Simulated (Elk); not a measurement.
A self-consistent single point of SrAs2Ru2 (I4/mmm, 5 atoms in the cell) with Elk.

Computed with LDA (PW92), all-electron FP-LAPW, Elk's shipped species files, APW+lo basis with extra local orbitals (Elk).

```yaml
crystal:
  lattice:
    - [-2.08740, 2.08740, 5.70048]
    - [2.08740, -2.08740, 5.70048]
    - [2.08740, 2.08740, -5.70048]
  atoms:
    - { symbol: Sr, position: [0.00000, 0.00000, 0.00000] }
    - { symbol: As, position: [0.64322, 0.64322, 0.00000] }
    - { symbol: As, position: [0.35678, 0.35678, 0.00000] }
    - { symbol: Ru, position: [0.25000, 0.75000, 0.50000] }
    - { symbol: Ru, position: [0.75000, 0.25000, 0.50000] }
```

Reference input (self-consistent single point, DFT, LDA (PW92), all-electron FP-LAPW, Elk's shipped species files, APW+lo basis with extra local orbitals): xctype = 3; rgkmax = 7.5; stype = 0; swidth = 0.00183747 Ha; ngridk = 6 6 6; gmaxvr = 14 1/bohr; nxlo = 2; lorbcnd = true; lmaxi = 3. This run's input differs from it in these lines:

```diff
@@ -47,3 +47,3 @@
 ngridk
-  6 6 6
+  5 5 5
```

The program printed (abridged):

```
│ Self-consistent loop started │
│ Loop number : 1 │
 total energy                :     -16752.9655466
│ Loop number : 2 │
 total energy                :     -16753.3981263
RMS change in Kohn-Sham potential (target) :   0.1023684045     (  0.1000000000E-05)
Absolute change in total energy (target)   :   0.4325796380     (  0.1000000000E-03)
│ Loop number : 3 │
 total energy                :     -16753.4726528
RMS change in Kohn-Sham potential (target) :   0.9704691999E-01 (  0.1000000000E-05)
Absolute change in total energy (target)   :   0.1826714877     (  0.1000000000E-03)
│ Loop number : 4 │
   [... lines left out ...]
Absolute change in total energy (target)   :   0.3992186903E-03 (  0.1000000000E-03)
│ Loop number : 15 │
 total energy                :     -16747.3192930
RMS change in Kohn-Sham potential (target) :   0.1151923807E-06 (  0.1000000000E-05)
Absolute change in total energy (target)   :   0.1747455281E-03 (  0.1000000000E-03)
│ Loop number : 16 │
 total energy                :     -16747.3193218
RMS change in Kohn-Sham potential (target) :   0.2479037098E-07 (  0.1000000000E-05)
Absolute change in total energy (target)   :   0.7248628754E-04 (  0.1000000000E-03)
Convergence targets achieved

│ Loop number : 17 │

Energies :
 Fermi                       :     0.316620089259
 total energy                :     -16747.3193285

Density of states at Fermi energy :    95.97370014
 (states/Hartree/unit cell)

Estimated indirect band gap :   0.1457089662E-02
 from k-point     18 to k-point     15
Estimated direct band gap   :   0.4192426188E-02
 at k-point      8

Charges :
 core                        :    120.0000000
 valence                     :    72.00000000
 interstitial                :    9.476047646
 muffin-tins (core leakage)
  species :    1 (Sr)
   atom    1                 :    35.96952914     (  0.2877912871E-04)
  species :    2 (As)
   atom    1                 :    30.97096952     (  0.6066690366E-03)
   atom    2                 :    30.97096952     (  0.6066690366E-03)
  species :    3 (Ru)
   atom    1                 :    42.30624209     (  0.3220525748E-06)
   atom    2                 :    42.30624209     (  0.3220525748E-06)
 total in muffin-tins        :    182.5239524
 total calculated charge     :    191.9945969
 total charge                :    192.0000000
 error                       :   0.5403084532E-02

│ Self-consistent loop stopped │
```

The run converged in 17 iterations. The count includes the last loop, which Elk runs after its targets are met. Against the reference run the total energy rises by 6.3 meV/atom.

The starting cell comes from a database of computed structures (which also holds hypothetical and non-ambient phases and stackings), without a prior relaxation at this level. Spin polarisation is off. Values depend on the basis (sphere radii, cutoffs, local orbitals), which need not be converged. The log's line on a gap gives a spacing of levels on this mesh, which the program prints for metals too.

Cost on one core of a shared machine: roughly 40 s.
